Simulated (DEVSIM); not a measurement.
Device: Si p-i-n diode, at 300 K.

```csv
layer (left to right),material,thickness (μm),Nd (cm⁻³),Na (cm⁻³),τn (s),τp (s)
1,Si,0.100,-,3.8e18,1.4e-6,1.4e-6
2,Si,0.220,7.1e13,-,1.4e-6,1.4e-6
3,Si,0.250,2.2e18,-,1.4e-6,1.4e-6
```

Left contact: ohmic. Right contact: ohmic. Voltage is applied to the left contact. Recombination: SRH at mid-gap. Gap narrowing is on: ΔEg = 6.92 meV × (l + √(l² + 0.5)), l = ln(N/1.3e17 cm⁻³), shared equally by both band edges. Mobility is μmin + (μ − μmin)/(1 + (N/Nref)^α).

This is a model device: material constants are rounded textbook-type values typed into the input, and sizes, dopings and lifetimes were drawn at random. Values at 300 K. The table also holds parameters that only a changed run uses.

| parameter | Si |
|---|---|
| gap (eV) | 1.124 |
| affinity (eV) | 4.05 |
| permittivity | 11.7 |
| Nc (cm⁻³) | 2.86e19 |
| Nv (cm⁻³) | 3.1e19 |
| μn (cm²/Vs) | 1417 |
| μp (cm²/Vs) | 470 |
| μn,min | 52 |
| μp,min | 45 |
| Nref,n | 9.7e16 |
| Nref,p | 2.2e17 |
| αn | 0.68 |
| αp | 0.72 |
| Cn (cm⁶/s) | 2.8e-31 |
| Cp (cm⁶/s) | 9.9e-32 |

Simulated with DEVSIM: 1D drift-diffusion, Boltzmann statistics, complete ionisation; no tunnelling, impact ionisation, image-force lowering or self-heating.

Base results: dark forward voltage at 100 A/cm² (V) 0.760; dark forward voltage at 1 A/cm² (V) 0.641; potential step across the device at zero bias (V) 0.960.

**Question.** What follows from this one change: doping Na of layer 1 3.8e+18 → 1.1e+18 cm^-3?

**Answer.** dark forward voltage at 100 A/cm² 0.760 → 0.736 V; dark forward voltage at 1 A/cm² 0.641 → 0.617 V; potential step across the device at zero bias 0.960 → 0.936 V.

**Question.** What follows from this one change: constant mobility in place of the doping-dependent one?

**Answer.** dark forward voltage at 100 A/cm² 0.760 → 0.709 V; dark forward voltage at 1 A/cm² 0.641 → 0.590 V; potential step across the device at zero bias little changed (0.960 V).
